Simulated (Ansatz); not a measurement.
The reference is InSe (space group P-6m2, No. 187; a = 4.019 Å, c = 16.840 Å; a cell from a computed database, its experimental status unchecked; layered, stacked along the Cartesian z axis).

Modification: full substitution In → B; the structure is relaxed again.

Levels (all Ansatz, a program for electronic structure, PAW): r2SCAN+rVV10 (500 eV, without spin-orbit coupling); HSE06 (420 eV, no spin-orbit coupling).

The geometry is relaxed with r2SCAN+rVV10.

* **r2SCAN+rVV10 band gap**: 2.03 eV

Problem. How does going to HSE06 change the band gap?

Solution. The band gap rises by 0.61 eV to 2.64 eV.

Single points use the geometry relaxed with r2SCAN+rVV10. The hybrid gap comes from the SCF mesh plus the semilocal run's edge points and a few special points and is an upper bound. No phonon test of stability was made. As relaxed here, BSe is a hypothetical phase, not in the database extracts checked.
